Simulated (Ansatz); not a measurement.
Base system: PbO2 in the rutile structure (space group P4_2/mnm, No. 136; a = 5.082 Å, c = 3.444 Å). Axes: x, y, z lie along a, b, c of the conventional cell.

The values are results of Ansatz (an electronic-structure program) PBE, no spin-orbit coupling, not measurements.

Strains are applied to the cell and any free atomic positions relax.

One change was made to it. Results:

The band gap stays zero; the energy rises by 3.7 meV/atom; the shortest interatomic distance shrinks by 0.0213 Å to 2.185 Å.

Task: Which change produced these results?
(A) uniaxial strain ε_zz = −1.20 %
(B) uniaxial strain ε_zz = −0.60 %
(C) uniaxial strain ε_zz = −2.40 %
(D) uniaxial strain ε_zz = −1.80 %
(E) uniaxial strain ε_zz = −3.00 %

Result: D, uniaxial strain ε_zz = −1.80 %. For comparison, the energy relative to the base in the other runs: uniaxial strain ε_zz = −3.00 % gives +11 meV/atom; uniaxial strain ε_zz = −0.60 % gives +0.4 meV/atom; uniaxial strain ε_zz = −1.20 % gives +1.6 meV/atom; uniaxial strain ε_zz = −2.40 % gives +6.7 meV/atom.

With Pb present, leaving out spin-orbit coupling can change the band edges. Whether these cells are dynamically stable was not tested. All final runs are without spin polarisation. Gaps under 0.05 eV, about the width of the smearing, are given as zero. A zero or small gap of PbO2 can be the functional's error rather than a property of the material.
